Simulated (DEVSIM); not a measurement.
Device: Si n+/n-/n+ resistor, at 400 K.

Layer 1 from the left is Si, thickness (μm) 0.110, Nd (cm⁻³) 2.2e17, τn (s) 3.6e-7, τp (s) 3.6e-7. Layer 2 from the left is Si, thickness (μm) 2.20, Nd (cm⁻³) 1e13, τn (s) 3.6e-7, τp (s) 3.6e-7. Layer 3 from the left is Si, thickness (μm) 0.170, Nd (cm⁻³) 1e19, τn (s) 3.6e-7, τp (s) 3.6e-7.

Left contact: ohmic. Right contact: ohmic. Voltage is applied to the left contact. Recombination: SRH at mid-gap, radiative, Auger. Mobility is μmin + (μ − μmin)/(1 + (N/Nref)^α).

This is a model device: material constants are rounded textbook-type values typed into the input, and sizes, dopings and lifetimes were drawn at random. Values at 300 K; Nc and Nv go as T^1.5, mobilities as T to minus their exponent, the gap by Varshni's rule with the affinity fixed.

Si: gap (eV) 1.124, affinity (eV) 4.05, permittivity 11.7, Nc (cm⁻³) 2.86e19, Nv (cm⁻³) 3.1e19, μn (cm²/Vs) 1417, μp (cm²/Vs) 470, μn,min 52, μp,min 45, Nref,n 9.7e16, Nref,p 2.2e17, αn 0.68, αp 0.72, T exponent of μn 2.3, T exponent of μp 2.2, B (cm³/s) 4.7e-15, Cn (cm⁶/s) 2.8e-31, Cp (cm⁶/s) 9.9e-32, Varshni α (eV/K) 0.000473, Varshni β (K) 636.

DEVSIM, 1D drift-diffusion, Boltzmann statistics, complete ionisation; no tunnelling, impact ionisation, image-force lowering or self-heating.

Task: What does the simulation give for the dark forward voltage at 100 A/cm²?

Result: dark forward voltage at 100 A/cm² 0.672 V.
